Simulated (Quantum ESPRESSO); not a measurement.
Band structure of Mg3Ti (I4/mmm, 4 atoms in the cell).

```
CELL_PARAMETERS angstrom
     -2.19371     2.19371     4.36313
      2.19371    -2.19371     4.36313
      2.19371     2.19371    -4.36313
ATOMIC_POSITIONS crystal
  Mg 0.50000 0.50000 0.00000
  Mg 0.25000 0.75000 0.50000
  Mg 0.75000 0.25000 0.50000
  Ti 0.00000 0.00000 0.00000
```
Moments meant for the start (each program seeds them in its own way; μB, in the order of the atoms Mg Mg Mg Ti): 0.0 0.0 0.0 1.0.

Method: PBEsol, SSSP 1.1.2 efficiency (PBE) pseudopotentials (plane waves; Quantum ESPRESSO).

Settings: ecutwfc = 50 Ry; ecutrho = 400 Ry; occupations = smearing; smearing = marzari-vanderbilt; degauss = 0.019992 Ry; nspin = 2; input_dft = pbesol; potentials = {Mg: Mg.pbe-n-kjpaw_psl.0.3.0.UPF, Ti: ti_pbe_v1.4.uspp.F.UPF}; K_POINTS = automatic 6 6 6 0 0 0; nbnd = 15; conv_thr = 1e-11 Ry; mixing_beta = 0.4.

The starting cell comes from a database of computed structures (which also holds hypothetical and non-ambient phases and stackings), without a prior relaxation at this level. Its lattice was rescaled by a random factor within 2.5 % of one. With one magnetic atom in the cell only a parallel order is possible.

Levels in eV from the Fermi level, bands 7 to 14 of the first spin channel:
| point | 7 | 8 | 9 | 10 | 11 | 12 | 13 | 14 |
|---|---|---|---|---|---|---|---|---|
| Γ | -0.78 | -0.60 | -0.60 | 0.25 | 0.38 | 2.31 | 2.31 | 2.52 |
| X | -2.15 | -1.43 | -1.18 | -1.16 | -0.30 | 0.68 | 0.91 | 2.21 |
| Y | -2.77 | -2.44 | -0.43 | -0.37 | -0.23 | 0.88 | 1.01 | 2.81 |
| S | -3.67 | -0.43 | -0.35 | 0.10 | 0.11 | 0.78 | 2.04 | 3.74 |
| Z | -1.15 | -0.28 | 0.18 | 0.18 | 0.30 | 0.30 | 0.35 | 2.93 |
| S1 | -3.67 | -0.43 | -0.35 | 0.10 | 0.11 | 0.78 | 2.04 | 3.74 |
| N | -1.70 | -0.54 | -0.52 | -0.11 | 0.09 | 0.81 | 2.32 | 2.65 |
| P | -2.65 | -2.48 | -0.61 | -0.61 | 0.23 | 0.67 | 0.91 | 1.93 |
| Y1 | -2.77 | -2.44 | -0.43 | -0.37 | -0.23 | 0.88 | 1.01 | 2.81 |

Bands cross the Fermi level along this path, so the cell is metallic at this level.

The net moment of the cell came out as 1.97 μB.
